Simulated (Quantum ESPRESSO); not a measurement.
Input and output of a self-consistent single point for MgNi3C (Pm-3m, 5 atoms in the cell) (Quantum ESPRESSO).

Level of theory: LDA (PZ), GBRV 1.5 ultrasoft (LDA) pseudopotentials (plane waves; Quantum ESPRESSO).

The change in words: lattice scaled by 0.98. Reference geometry:
```
CELL_PARAMETERS angstrom
      3.70186     0.00000     0.00000
      0.00000     3.70186     0.00000
      0.00000     0.00000     3.70186
ATOMIC_POSITIONS crystal
  Mg 0.00000 0.00000 0.00000
  Ni 0.00000 0.50000 0.50000
  Ni 0.50000 0.00000 0.50000
  Ni 0.50000 0.50000 0.00000
  C  0.50000 0.50000 0.50000
```
Moments meant for the start (each program seeds them in its own way; μB, in the order of the atoms Mg Ni Ni Ni C): 0.0 2.0 2.0 2.0 0.0.

Reference input (self-consistent single point, DFT, LDA (PZ), plane waves, GBRV 1.5 ultrasoft (LDA) pseudopotentials): ecutwfc = 50 Ry; ecutrho = 400 Ry; occupations = smearing; smearing = gaussian; degauss = 0.0147 Ry; nspin = 2; potentials = {Mg: mg_lda_v1.4.uspp.F.UPF, Ni: ni_lda_v1.4.uspp.F.UPF, C: c_lda_v1.2.uspp.F.UPF}; K_POINTS = automatic 9 9 9 0 0 0; conv_thr = 1e-09 Ry; mixing_beta = 0.3. This run's input differs from it in these lines:

```diff
@@ -10,3 +10,3 @@
     ibrav = 1,
-    celldm(1) = 6.99550911,
+    celldm(1) = 6.85559946,
     nat = 5,
```

The program printed (abridged):

```
     Self-consistent Calculation

     iteration #  1     ecut=    50.00 Ry     beta= 0.30

     total energy              =   -1137.59020188 Ry
     estimated scf accuracy    <     108.60391967 Ry

     total magnetization       =     1.69 Bohr mag/cell
     absolute magnetization    =     1.87 Bohr mag/cell

     iteration #  2     ecut=    50.00 Ry     beta= 0.30

     total energy              =   -1164.17425969 Ry
     estimated scf accuracy    <      22.13260186 Ry

     total magnetization       =     0.29 Bohr mag/cell
     absolute magnetization    =     0.44 Bohr mag/cell

     iteration #  3     ecut=    50.00 Ry     beta= 0.30

   [... lines left out ...]

     total energy              =   -1166.24014741 Ry
     estimated scf accuracy    <          7.3E-09 Ry

     total magnetization       =     0.00 Bohr mag/cell
     absolute magnetization    =     0.00 Bohr mag/cell

     iteration # 17     ecut=    50.00 Ry     beta= 0.30

     Magnetic moment per site  (integrated on atomic sphere of radius R)
     atom   1 (R=0.292)  charge=  8.7373  magn= -0.0000
     atom   2 (R=0.206)  charge= 15.0713  magn=  0.0000
     atom   3 (R=0.206)  charge= 15.0713  magn=  0.0000
     atom   4 (R=0.206)  charge= 15.0713  magn=  0.0000
     atom   5 (R=0.206)  charge=  2.7859  magn=  0.0000
     End of self-consistent calculation

     the Fermi energy is    16.7874 ev

!    total energy              =   -1166.24014742 Ry
     estimated scf accuracy    <          1.6E-10 Ry
     smearing contrib. (-TS)   =      -0.00585223 Ry
     internal energy E=F+TS    =   -1166.23429519 Ry

     total magnetization       =     0.00 Bohr mag/cell
     absolute magnetization    =     0.00 Bohr mag/cell

     convergence has been achieved in  17 iterations

     Forces acting on atoms (cartesian axes, Ry/au):

     atom    1 type  1   force =     0.00000000    0.00000000    0.00000000
   [... zero for the other atoms too ...]

     Total force =     0.000000     Total SCF correction =     0.000000

          total   stress  (Ry/bohr**3)                   (kbar)     P=      220.05
   0.00149585   0.00000000   0.00000000          220.05        0.00        0.00
   0.00000000   0.00149585   0.00000000            0.00      220.05        0.00
   0.00000000   0.00000000   0.00149585            0.00        0.00      220.05

   JOB DONE.
```

The run converged in 17 iterations. Against the reference run the free energy goes up by 51.0 meV/atom and the pressure goes from 5.87 to 22.00 GPa.

The starting cell comes from a database of computed structures (which also holds hypothetical and non-ambient phases and stackings), without a prior relaxation at this level. Its lattice was rescaled by a random factor within 2.5 % of one. For this run, on top of that: lattice scaled by 0.98. The starting moments vanished: the run ended non-magnetic, which need not be the lowest state. With a pressure of about 22 GPa the cell is away from its equilibrium volume at this level.

Cost on one core of a shared machine: roughly 2 min.
